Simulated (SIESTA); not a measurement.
SIESTA run on Ge (Fd-3m, 2 atoms in the cell): self-consistent single point.

Method of the run: SIESTA with GGA PBEsol, numerical atomic orbitals DZP, PseudoDojo PBEsol standard norm-conserving potentials (rewritten from UPF to PSML).

```yaml
crystal:
  lattice:
    - [0.00000, 2.82012, 2.82012]
    - [2.82012, 0.00000, 2.82012]
    - [2.82012, 2.82012, 0.00000]
  atoms:
    - { symbol: Ge, position: [0.50000, 0.50000, 0.50000] }
    - { symbol: Ge, position: [0.75000, 0.75000, 0.75000] }
```

Reference input (self-consistent single point, DFT, GGA PBE, numerical atomic orbitals DZP, PseudoDojo PBE standard norm-conserving potentials (rewritten from UPF to PSML)): XC.functional = GGA; XC.authors = PBE; potentials = PseudoDojo PBE standard; PAO.BasisSize = DZP; PAO.EnergyShift = 0.01 Ry; MeshCutoff = 400 Ry; kgrid.MonkhorstPack = 8 8 8; OccupationFunction = FD; ElectronicTemperature = 100 meV; MaxSCFIterations = 150; SCF.Mixer.Method = Broyden; SCF.Mixer.Weight = 0.2. This run's input differs from it in these lines:

```diff
@@ -1,2 +1,2 @@
-# files in the folder: Ge.psml (PseudoDojo PBE standard)
+# files in the folder: Ge.psml (PseudoDojo PBEsol standard)
 SystemName  Ge
@@ -22,3 +22,3 @@
 XC.functional                GGA
-XC.authors                   PBE
+XC.authors                   PBEsol
 PAO.BasisSize                DZP
```

The program printed (abridged):

```
        iscf     Eharris(eV)        E_KS(eV)     FreeEng(eV)     dDmax    Ef(eV) dHmax(eV)
   scf:    1    -4852.238757    -4852.220271    -4852.223423  0.670294 -3.440561  1.731886
   scf:    2    -4852.254015    -4852.237425    -4852.240601  0.036908 -3.494083  1.296749
   scf:    3    -4852.274615    -4852.258186    -4852.261454  0.101297 -3.644004  0.045589
   scf:    4    -4852.258266    -4852.258226    -4852.261518  0.001091 -3.636795  0.030744
   scf:    5    -4852.258235    -4852.258232    -4852.261578  0.002093 -3.615614  0.001531
   scf:    6    -4852.258229    -4852.258231    -4852.261579  0.000158 -3.614700  0.000094
   scf:    7    -4852.258231    -4852.258231    -4852.261579  0.000012 -3.614688  0.000067
SCF Convergence by DM+H criterion
max |DM_out - DM_in|         :     0.0000124196
max |H_out - H_in|      (eV) :     0.0000670344
SCF cycle converged after 7 iterations

Using DM_out to compute the final energy and forces

siesta: E_KS(eV) =            -4852.2582

siesta: E_KS - E_eggbox =     -4852.2582

siesta: Atomic forces (eV/Ang):
     1    0.000776    0.000776    0.000776
     2   -0.000776   -0.000776   -0.000776
   Tot   -0.000000    0.000000    0.000000
   Max    0.000776
   Res    0.000776    sqrt( Sum f_i^2 / 3N )
   Max    0.000776    constrained

Stress tensor Voigt[x,y,z,yz,xz,xy] (kbar):      -28.83      -28.83      -28.83       -0.73       -0.73       -0.73
(Free)E + p*V (eV/cell)    -4851.4545
Target enthalpy (eV/cell)    -4852.2616

siesta: Program's energy decomposition (eV):
siesta: FreeEng =     -4852.261579

   [... lines left out ...]
siesta: Cell volume =         44.857119 Ang**3
siesta:          28.82641273         28.86551685  kBar
   [... lines left out ...]

              0.051   0.041
   2 14.000   1.417   0.104   0.392   0.392   0.392   0.347   0.347   0.347
              2.004   2.004   2.007   2.004   2.007   0.051   0.051   0.041

              0.051   0.041

mulliken: Qtot =       28.000

Mulliken Atomic Populations:
Atom #   charge [q] valence [e]  Species
     1     0.000000   14.000000  Ge
     2    -0.000000   14.000000  Ge
 Total     0.000000
```

The run converged in 7 iterations. Against the reference run the pressure goes from 6.01 to 2.88 GPa and the largest force stays at 0.001 eV/Å.

The starting cell comes from a database of computed structures (which also holds hypothetical and non-ambient phases and stackings), without a prior relaxation at this level. Its lattice was rescaled by a random factor within 2.5 % of one. Values carry the incompleteness of an atom-centred basis.
